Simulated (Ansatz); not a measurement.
Formation enthalpy (eV/atom) of solids drawn from the class of intermetallic compounds, at two levels: PBE (PAW; Ansatz, a program for electronic structure), and PBE-D3(BJ) (PAW; Ansatz).

```tsv
solid	PBE	PBE-D3(BJ)	shift (eV/atom)
fluorite PtAl₂	-0.883	-0.826	+0.057
L1₂ (Cu3Au-type) Ni₃Fe	-0.089	-0.081	+0.008
fluorite AuAl₂	-0.434	-0.386	+0.048
L1₂ (Cu3Au-type) Pt₃Ti	-0.855	-0.880	-0.025
L1₀ (CuAu-type) FePt	-0.229	-0.202	+0.027
CsCl-type PdIn	-0.486	-0.523	-0.037
```

The shifts run from -0.037 eV/atom to +0.057 eV/atom, with a median of +0.017 eV/atom.

Over all 6 rows PBE-D3(BJ) is the larger in 4.

Density-functional runs with spin start from parallel moments for L1₂ (Cu3Au-type) Ni3Fe, parallel moments for L1₀ (CuAu-type) FePt.

Spin–orbit coupling is left out, also for the solids with elements from indium on (fluorite PtAl2, fluorite AuAl2, L1₂ (Cu3Au-type) Pt3Ti, L1₀ (CuAu-type) FePt, CsCl-type PdIn); its size isn't shown.

The solid named is at each level's own relaxed cell; a reference phase can be a single point on another level's cell. Ansatz's density-functional and Hartree–Fock values are scalar-relativistic unless marked +SOC, with PAW data made under PBE.
